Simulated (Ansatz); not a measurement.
BeRh (Pm-3m), PBEsol, DFPT electron-phonon coupling, linearised Boltzmann equation (Ansatz, a quantum-chemistry and plane-wave program): phonon-limited resistivity 6.10 μΩ·cm at 300 K, 8.38 μΩ·cm at 400 K, current-weighted mean free path 9.3 nm, Drude plasma energy 8.70 eV.

Problem. What Drude relaxation time do resistivity and plasma energy imply?

Solution. ω_p = 1.32e16 s⁻¹, so τ = 1/(ε₀ ω_p² ρ) = 10.6 fs, a damping ħ/τ of 62.1 meV.

Problem. What is the classical skin depth at 1 GHz (nonmagnetic, μ₀ = 1.257×10⁻⁶ H/m)?

Solution. δ = √(ρ/(π f μ₀)) = 3930 nm.

Problem. What temperature coefficient of resistance follows, and how does it compare with 1/T?

Solution. (ρ₄₀₀ − ρ₃₀₀)/(100 K × ρ₃₀₀) = 3.74×10⁻³ K⁻¹, against 1/T = 3.33×10⁻³ K⁻¹ for a resistivity proportional to T. It lies higher because phonons are still being populated at 300 K; impurities would add a constant and lower it.

A metal at this level (no band gap). Only scattering by harmonic phonons is included (no impurities, grain boundaries, electron-electron scattering or thermal expansion). Spin-orbit coupling is left out. Halving the electron mesh (32x32x32) moves the resistivity by up to 1 % at 300 K, the mean free path by up to 1 %. Smearing 0.20 eV; phonons on a 5x5x5 q mesh, which this run doesn't test.

Computed structure with no diffraction record at hand here (it may be known, metastable or hypothetical): BeRh (Pm-3m).
